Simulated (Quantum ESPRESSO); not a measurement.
A self-consistent single point of CaC2 (C2/c, 6 atoms in the cell) with Quantum ESPRESSO.

Method: LDA (PZ), GBRV 1.5 ultrasoft (LDA) pseudopotentials (plane waves; Quantum ESPRESSO 7.5).

```xyz
6
Lattice="3.3447 -2.1108 0.0000 3.3447 2.1108 0.0000 -2.2292 0.0000 7.1495" Properties=species:S:1:pos:R:3 pbc="T T T"
Ca     1.6728     1.3741     5.3621
Ca     2.7874    -1.3741     1.7874
C      0.6257    -0.5932     4.0046
C      3.8345     0.5932     3.1449
C      2.7199    -0.5932     6.7197
C      1.7403     0.5932     0.4298
```

Reference input (self-consistent single point, DFT, PBEsol, plane waves, GBRV 1.5 ultrasoft (PBESOL) pseudopotentials): ecutwfc = 40 Ry; ecutrho = 200 Ry; occupations = fixed; potentials = {Ca: ca_pbesol_v1.uspp.F.UPF, C: c_pbesol_v1.2.uspp.F.UPF}; K_POINTS = automatic 5 5 3 0 0 0; nbnd = 26; conv_thr = 1e-10 Ry. This run's input differs from it in these lines:

```diff
@@ -21,4 +21,4 @@
 ATOMIC_SPECIES
-Ca    40.0780  ca_pbesol_v1.uspp.F.UPF
-C     12.0110  c_pbesol_v1.2.uspp.F.UPF
+Ca    40.0780  ca_lda_v1.uspp.F.UPF
+C     12.0110  c_lda_v1.2.uspp.F.UPF
 ATOMIC_POSITIONS {crystal}
```

Output (repeated stretches shortened):

```
     Self-consistent Calculation

     iteration #  1     ecut=    40.00 Ry     beta= 0.70

     total energy              =    -195.52745831 Ry
     estimated scf accuracy    <       1.01225426 Ry

     iteration #  2     ecut=    40.00 Ry     beta= 0.70

     total energy              =    -195.78817572 Ry
     estimated scf accuracy    <       0.39386659 Ry

     iteration #  3     ecut=    40.00 Ry     beta= 0.70

     total energy              =    -195.87237480 Ry
     estimated scf accuracy    <       0.00294711 Ry

   [... 5 blocks of this kind left out ...]

     iteration #  9     ecut=    40.00 Ry     beta= 0.70

     total energy              =    -195.87397085 Ry
     estimated scf accuracy    <          5.1E-10 Ry

     iteration # 10     ecut=    40.00 Ry     beta= 0.70
     End of self-consistent calculation

     highest occupied, lowest unoccupied level (ev):     3.7746    5.9580

!    total energy              =    -195.87397085 Ry
     estimated scf accuracy    <          2.2E-11 Ry

     convergence has been achieved in  10 iterations

     Forces acting on atoms (cartesian axes, Ry/au):

     atom    1 type  1   force =     0.00000000   -0.00536592    0.00000000
     atom    2 type  1   force =     0.00000000    0.00536592    0.00000000
     atom    3 type  2   force =    -0.00591834   -0.02779916   -0.02390811
     atom    4 type  2   force =     0.00591834    0.02779916    0.02390811
     atom    5 type  2   force =     0.00591834   -0.02779916    0.02390811
     atom    6 type  2   force =    -0.00591834    0.02779916   -0.02390811

     Total force =     0.074668     Total SCF correction =     0.000005

          total   stress  (Ry/bohr**3)                   (kbar)     P=      -76.25
  -0.00041213   0.00000000  -0.00004130          -60.63        0.00       -6.07
   0.00000000  -0.00060032   0.00000000            0.00      -88.31        0.00
  -0.00004130   0.00000000  -0.00054258           -6.07        0.00      -79.82

   JOB DONE.
```

The run converged in 10 iterations. Against the reference run the pressure goes from -4.66 to -7.63 GPa, the largest force goes from 0.395 to 0.955 eV/Å and the gap on the mesh goes from 2.207 to 2.183 eV.

The starting cell comes from a database of computed structures (which also holds hypothetical and non-ambient phases and stackings), without a prior relaxation at this level. Its lattice was rescaled by a random factor within 2.5 % of one. With a pressure of about -8 GPa the cell is away from its equilibrium volume at this level.

Cost on one core of a shared machine: roughly 40 s.
